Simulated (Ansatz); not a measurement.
Short convergence ladders for WC (P3m1, 2 atoms in the cell)

```xyz
2
Lattice="1.4623 -2.5327 0.0000 1.4623 2.5327 0.0000 0.0000 0.0000 2.8542" Properties=species:S:1:pos:R:3 pbc="T T T"
W      0.0000     0.0000     0.0500
C      1.4623     0.8442     1.4271
```

Base method: LDA (PW92), default PAW files made with PBE (plane waves; Ansatz, a program for electronic structure).

Base settings: basis.ecutwfc = 420 eV; kpoints.mp_grid.grid = 13 13 12; hamiltonian.xc = lda; hamiltonian.pseudopotentials = {kind: paw} (the program's default PAW files); scf.occupations.method = gaussian; scf.occupations.width = 0.1 eV.

The count of work is k-points × plane waves × bands × iterations; it is no time. 

**The width of Fermi-Dirac smearing**

In this ladder: kpoints.mp_grid.grid = 21 21 20; scf.occupations.method = fermi_dirac.

Narrow widths need finer meshes than wide ones, so the last steps can hold mesh noise.

Only quantities that move along the ladder and can be compared are tabulated; pressure and forces are left out, as mesh noise rules them at narrow widths.

| scf.occupations.width | free energy less the last step's (meV/atom) | energy extrapolated to zero width less the last step's (meV/atom) |
|---|---|---|
| 1 eV | -511.12 | 123.48 |
| 0.5 eV | -90.70 | 20.42 |
| 0.3 eV | -26.48 | 3.92 |
| 0.2 eV | -10.39 | 0.77 |
| 0.1 eV | -2.00 | -0.05 |
| 0.05 eV | 0.00 | 0.00 |

Widest scf.occupations.width that holds the free energy within 5 meV/atom of the last step, with all finer ones: 0.1 eV; the step before is off by 10 meV/atom.

Widest scf.occupations.width that holds the energy extrapolated to zero width within 2 meV/atom of the last step, with all finer ones: 0.2 eV; the step before is off by 3.9 meV/atom.

The extrapolation to zero width removes most of the smearing's effect on the energy.

**The width of Methfessel-Paxton smearing**

In this ladder: kpoints.mp_grid.grid = 21 21 20; scf.occupations.method = methfessel_paxton.

Narrow widths need finer meshes than wide ones, so the last steps can hold mesh noise.

Only quantities that move along the ladder and can be compared are tabulated; pressure and forces are left out, as mesh noise rules them at narrow widths.

```csv
scf.occupations.width,free energy less the last step's (meV/atom)
1 eV,12.47
0.5 eV,0.91
0.3 eV,-0.05
0.2 eV,-0.05
0.1 eV,0.02
0.05 eV,0.00
```

Widest scf.occupations.width that holds the free energy within 2 meV/atom of the last step, with all finer ones: 0.5 eV; the step before is off by 12 meV/atom.

**The mesh under tetrahedron occupations**

In this ladder: scf.occupations.method = tetrahedron; scf.occupations.width = default.

Only quantities that move along the ladder and can be compared are tabulated.

```csv
kpoints.mp_grid.grid,free energy less the last step's (meV/atom),pressure (GPa),largest difference of a force vector from the last step's (eV/Å),count of work / last
5 5 5,8.47,-15.72,0.084,0.0084
7 7 6,5.31,-15.77,0.052,0.018
8 8 7,0.14,-16.00,0.035,0.024
10 10 9,-0.41,-16.03,0.013,0.045
13 13 11,-0.21,-16.10,0.003,0.087
16 16 14,-0.07,-16.12,0.000,0.16
19 19 17,0.09,-16.12,0.001,0.27
24 24 21,0.02,-16.14,0.000,0.51
30 30 27,0.00,-16.15,0.000,1.0
```

Coarsest kpoints.mp_grid.grid that holds the pressure within 0.2 GPa of the last step, with all finer ones: 8 8 7, at 0.024 of the last step's count of work; the step before is off by 0.37 GPa.

Coarsest kpoints.mp_grid.grid that holds the forces within 0.01 eV/Å of the last step, with all finer ones: 13 13 11, at 0.087 of the last step's count of work; the step before is off by 0.013 eV/Å.

Coarsest kpoints.mp_grid.grid that holds the free energy within 1 meV/atom of the last step, with all finer ones: 8 8 7, at 0.024 of the last step's count of work; the step before is off by 5.3 meV/atom.

Two neighbours can agree and both be off: 5 5 5 and 7 7 6 differ by 0.05 GPa in the pressure, yet lie about 0.37 GPa from the last step.

On the base run: the starting cell has typed, rounded lattice constants, without a prior relaxation at this level. Its lattice was rescaled by up to half a per cent. One atom was moved a little off its site on purpose. Spin polarisation is off. In the base run, with a pressure of about -16 GPa the cell is away from its equilibrium volume at this level. Ansatz's pressure includes its estimate of the finite-basis (Pulay) stress.

Left out of this page: 4 runs of the series outside the window shown, repeating another row's setting, or not comparable.

Keys are those of Ansatz 0.2.
